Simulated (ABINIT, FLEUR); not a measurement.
An ABINIT input for a self-consistent single point of MgPd3 (Pm-3m, 4 atoms in the cell) (DFT, PBEsol, plane waves, PAW (JTH v2.0 PBE PAW, files made for PBE)):

```
# MgPd3, JTH v2.0 PBE PAW
pp_dirpath "./"
pseudos "Mg.GGA_PBE-JTH.xml, Pd.GGA_PBE-JTH.xml"
acell 7.3424703860 7.3424703860 7.3424703860
rprim
         1.0000000000    0.0000000000    0.0000000000
         0.0000000000    1.0000000000    0.0000000000
         0.0000000000    0.0000000000    1.0000000000
natom 4
ntypat 2
znucl 12 46
typat 1 2 2 2
xred
         0.0000000000    0.0000000000    0.0000000000
         0.0000000000    0.5000000000    0.5000000000
         0.5000000000    0.0000000000    0.5000000000
         0.5000000000    0.5000000000    0.0000000000
ecut 24
pawecutdg 48
pawxcdev 0
ixc -116133
occopt 3
tsmear 0.1 eV
nband 41
kptopt 1
ngkpt 7 7 7
nshiftk 1
shiftk 0 0 0
nstep 100
tolvrs 1.0e-10
prtwf 0
prtden 0
```

Task: Give the FLEUR input for the same structure, mesh, smearing and functional.

Result: One input that does it (others would too):

Input of the input generator:

```
MgPd3 crystal
&input film=f /
1.0000000000 0.0000000000 0.0000000000
0.0000000000 1.0000000000 0.0000000000
0.0000000000 0.0000000000 1.0000000000
7.3424703860
1.0 1.0 1.0

4
12 0.0000000000 0.0000000000 0.0000000000
46 0.0000000000 0.5000000000 0.5000000000
46 0.5000000000 0.0000000000 0.5000000000
46 0.5000000000 0.5000000000 0.0000000000

&comp jspins=1 /
&exco xctyp='PBEs' /
&kpt div1=7 div2=7 div3=7 /
&end /
```

```xml
<?xml version="1.0" encoding="UTF-8" standalone="no"?>
<fleurInput fleurInputVersion="0.39">
   <comment>
      MgPd3 crystal                                                                                       
   </comment>
   <calculationSetup>
      <cutoffs Kmax="4.1" Gmax="12.3" GmaxXC="12.3" numbands="0"/>
      <scfLoop itmax="60" minDistance="0.00001" maxIterBroyd="99" imix="Anderson" alpha="0.05" precondParam="0.0" spinf="2.0"/>
      <coreElectrons ctail="T" frcor="F" kcrel="0" coretail_lmax="0"/>
      <xcFunctional name="PBEs" relativisticCorrections="F"/>
      <magnetism jspins="1"/>
      <soc l_soc="F" theta="0.0" phi="0.0" spav="F"/>
      <expertModes spex="0" secvar="F"/>
      <geometryOptimization l_f="T" forcealpha="1.0" forcemix="BFGS" epsdisp="0.00001" epsforce="0.00001"/>
      <ldaU l_linMix="F" mixParam="0.05" spinf="1.0"/>
   </calculationSetup>
   <cell>
      <bzIntegration valenceElectrons="58.0" mode="hist" fermiSmearingEnergy="0.00367493">
         <kPointListSelection listName="default-1"/>
         <!-- k-points included here -->
         <xi:include xmlns:xi="http://www.w3.org/2001/XInclude" href="kpts.xml"> </xi:include>
      </bzIntegration>
      <!-- symmetry operations included here -->
      <xi:include xmlns:xi="http://www.w3.org/2001/XInclude" href="sym.xml"> </xi:include>
      <bulkLattice scale="1.0">
         <bravaisMatrix>
            <row-1>    7.3424703859999996     0.0000000000000000     0.0000000000000000</row-1>
            <row-2>    0.0000000000000000     7.3424703859999996     0.0000000000000000</row-2>
            <row-3>    0.0000000000000000     0.0000000000000000     7.3424703859999996</row-3>
         </bravaisMatrix>
      </bulkLattice>
   </cell>
   <atomSpecies>
      <species name="Magnesium (Mg)" element="Mg" atomicNumber="12">
         <mtSphere radius="1.91" gridPoints="675" logIncrement="0.017"/>
         <atomicCutoffs lmax="8" lnonsphr="6"/>
         <electronConfig flipSpins="F">
            <coreConfig>(1s1/2)</coreConfig>
            <valenceConfig>(2s1/2) (2p1/2) (2p3/2) (3s1/2)</valenceConfig>
         </electronConfig>
         <energyParameters s="3" p="3" d="3" f="4"/>
         <lo type="SCLO" l="0" n="2" eDeriv="0"/>
         <lo type="SCLO" l="1" n="2" eDeriv="0"/>
      </species>
      <species name="Palladium (Pd)" element="Pd" atomicNumber="46">
         <mtSphere radius="2.42" gridPoints="853" logIncrement="0.015"/>
         <atomicCutoffs lmax="10" lnonsphr="8"/>
         <electronConfig flipSpins="F">
            <coreConfig>(1s1/2) (2s1/2) (2p1/2) (2p3/2) (3s1/2) (3p1/2) (3p3/2) (4s1/2) (3d3/2) (3d5/2)</coreConfig>
            <valenceConfig>(4p1/2) (4p3/2) (5s1/2) (4d3/2) (4d5/2)</valenceConfig>
            <stateOccupation state="(5s1/2)" spinUp="0.5" spinDown="0.5"/>
            <stateOccupation state="(4d3/2)" spinUp="1.8" spinDown="1.8"/>
            <stateOccupation state="(4d5/2)" spinUp="2.7" spinDown="2.7"/>
         </electronConfig>
         <energyParameters s="5" p="5" d="4" f="4"/>
         <lo type="SCLO" l="1" n="4" eDeriv="0"/>
      </species>
   </atomSpecies>
   <atomGroups>
      <atomGroup species="Magnesium (Mg)">
         <relPos label="                   1">.0000000000 .0000000000 .0000000000</relPos>
         <force calculate="T" relaxXYZ="TTT"/>
      </atomGroup>
      <atomGroup species="Palladium (Pd)">
         <relPos label="                   2">.0000000000 1.000/2.000 1.000/2.000</relPos>
         <relPos label="                   3">1.000/2.000 .0000000000 1.000/2.000</relPos>
         <relPos label="                   4">1.000/2.000 1.000/2.000 .0000000000</relPos>
         <force calculate="T" relaxXYZ="TTT"/>
      </atomGroup>
   </atomGroups>
   <output dos="F" band="F" slice="F">
      <checks vchk="F" cdinf="F"/>
      <bandDOS minEnergy="-.5*Htr" maxEnergy="0.5*Htr" sigma="0.015" storeEVData="T"/>
      <vacuumDOS vacdos="F" integ="F" star="F" nstars="0" locx1="0.0" locy1="0.0" locx2="0.0" locy2="0.0" nstm="0" tworkf="0.0"/>
      <unfoldingBand unfoldBand="F" supercellX="1" supercellY="1" supercellZ="1"/>
      <plotting iplot="0" polar="F">
         <plot TwoD="T" vec1="  1.0  0.0  0.0" vec2="  0.0  1.0  0.0" vec3="  0.0  0.0  1.0" zero="  0.0  0.0  0.0" file="plot"/>
      </plotting>
      <chargeDensitySlicing numkpt="0" minEigenval="0.0" maxEigenval="0.0" nnne="0" pallst="F"/>
      <specialOutput eonly="F"/>
      <magneticCircularDichroism mcd="F" energyLo="-10.0" energyUp="0.0"/>
   </output>
  <!-- We include the file relax.xml here to enable relaxations (see documentation) -->
  <xi:include xmlns:xi="http://www.w3.org/2001/XInclude" href="relax.xml"> <xi:fallback/> </xi:include>
</fleurInput>
```

Basis, cutoffs, solver keys and any potentials are the target program's own. This input uses DFT, PBEsol, all-electron FLAPW (FLEUR), scalar-relativistic valence.

The starting cell comes from a database of computed structures (which also holds hypothetical and non-ambient phases and stackings), without a prior relaxation at this level. Its lattice was rescaled by a random factor within 2.5 % of one. For this run, on top of that: lattice scaled by 0.98.
